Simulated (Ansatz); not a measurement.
System: BaScO2F (P4/mmm, No. 123, 5 atoms in the cell; start mp-1227813). Method: r²SCAN (Ansatz, a first-principles code, plane waves, PAW).

Input:

Ansatz 0.2 input:
```yaml
crystal:
  lattice:
    - [4.1915104051, 0.0, 0.0]
    - [0.0, 4.1915104051, 0.0]
    - [0.0, 0.0, 4.1881082639]
  atoms:
    - { symbol: Ba, position: [0.5, 0.5, 0.5] }
    - { symbol: Sc, position: [0.0, 0.0, 0.0] }
    - { symbol: O, position: [0.5, 0.0, 0.0] }
    - { symbol: O, position: [0.0, 0.5, 0.0] }
    - { symbol: F, position: [0.0, 0.0, 0.5] }
basis:
  ecutwfc: 560
  ecutrho_ratio: 4
  xc_grid: 3
kpoints:
  mp_grid: { grid: [8, 8, 8] }
hamiltonian:
  xc: r2scan
  dispersion: none
  pseudopotentials: { kind: paw }
scf:
  occupations: { method: fermi_dirac, width: 0.01 }
output:
  forces: true
  stress: true
  eigenvalues: true
relax:
  f_tol: 0.004
  escape_saddle: false
  max_steps: 80
  cell: { stress_tol: 0.02, fix: [volume] }
```

Excerpt of the program's output:

```
Relaxation: its limit of steps is 80 (relax.max_steps)
Crystal: 5 atoms, lattice volume = 73.580 Å³
Basis set: ecut = 560 eV, 2205 PW (Γ), exchange–correlation on 108×108×108 points (27 copies of the dense FFT grid, shifted against one another)
Bands: 25, of which v1, the nominal top of the filled ones, is band 20 counted from 1 (19 counted from 0)
Symmetry: 16 space group operations
Space group: P4/mmm (ITA 123), of the structure as read, at distance tolerance 4.2e-5 Å
k-points: 75 of 512
Functional: x = r2scan, c = r2scan; τ floored in thin density (d = 2e-4 eV/Å³)
SCF iter   1: F=—  HF=-10062.344616 eV  |F-HF|=—  |Δ(HF+E_count)|=         —  Δρ=1.46e-2  dr2=1.91e-1  dr2_τ=1.70e-1
SCF iter   2: F=—  HF=-10062.450082 eV  |F-HF|=—  |Δ(HF+E_count)|=   1.05e-1  Δρ=6.27e-3  dr2=1.28e-2  dr2_τ=6.10e-3
  ...
SCF 1 converged in 8 iterations: F = -10062.446718 eV  dr2 = 5.89e-9
Crystal: 5 atoms, lattice volume = 73.580 Å³
Initial density: handed on by an earlier stage of this run
SCF 2 converged in 4 iterations: F = -10062.446758 eV  dr2 = 1.26e-8
Crystal: 5 atoms, lattice volume = 73.580 Å³
SCF 3 converged in 4 iterations: F = -10062.446764 eV  dr2 = 5.09e-9
Crystal: 5 atoms, lattice volume = 73.580 Å³
SCF iter   5: F=—  HF=-10062.446768 eV  |F-HF|=—  |Δ(HF+E_count)|=  1.82e-11  Δρ=2.75e-7  dr2=4.89e-11  dr2_τ=4.90e-12
SCF iter   6: F=-10062.446768 eV  HF=-10062.446768 eV  |F-HF|=1.82e-12  |Δ(HF+E_count)|=  1.09e-11  Δρ=9.27e-8  dr2=3.81e-12  dr2_τ=4.67e-13
SCF 4 converged in 6 iterations: F = -10062.446768 eV  dr2 = 3.81e-12
SCF converged after 6 iterations
Free energy (F): -10062.446768 eV
Internal energy: -10062.446768 eV  (E = F + TS)
E sigma→0 (E₀):  -10062.446768 eV
Fermi energy:    10.824278 eV
--- Forces (eV/Å), atoms counted from 1 ---
  atom   1  Ba     0.00000000     0.00000000     0.00000000
  atom   2  Sc    -0.00000000    -0.00000000     0.00000000
  atom   3  O      0.00000000     0.00000000     0.00000000
  atom   4  O      0.00000000     0.00000000     0.00000000
  atom   5  F     -0.00000000    -0.00000000     0.00000000
--- Stress (GPa, compression-positive) ---
       -2.430398       0.000000       0.000000
        0.000000      -2.430398       0.000000
        0.000000       0.000000      -2.429868
  P = ⅓ Tr σ = -2.4302 GPa (-24.302 kbar)
```

The cell is one volume of an energy–volume scan, off the minimum.

The PAW data were made under PBE.

Note: the relaxation could not lower the start's symmetry, so the cell can be a saddle point above a distorted one.

A start named mp-… is a Materials Project structure, which need not be a measured phase.
